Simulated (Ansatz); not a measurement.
In a (6,0) carbon nanotube, spin-degenerate bands cross the Fermi level 3 times between Γ and the zone edge.

The numbers are results of PBE (plane waves to 420 eV, PAW; Ansatz, a first-principles code), not measurements. Mesh 1×1×18. No spin polarisation. Isolated but for its images some 11 Å away. An idealised model, rolled from the flat sheet. Only distortions within the start's symmetry and period were free.

What are the conductance and the two-terminal resistance of a perfect, endless piece?

Each crossing on the half of the zone with k > 0 has a partner at −k, so it gives one mode in each direction. Counting spin there are 6 modes, each carrying e²/h = 38.74 μS. G = 6 × 38.74 = 232.4 μS and R = 1/G = 4.30 kΩ, whatever the length. Scattering by phonons, roughness and contacts can only raise R.
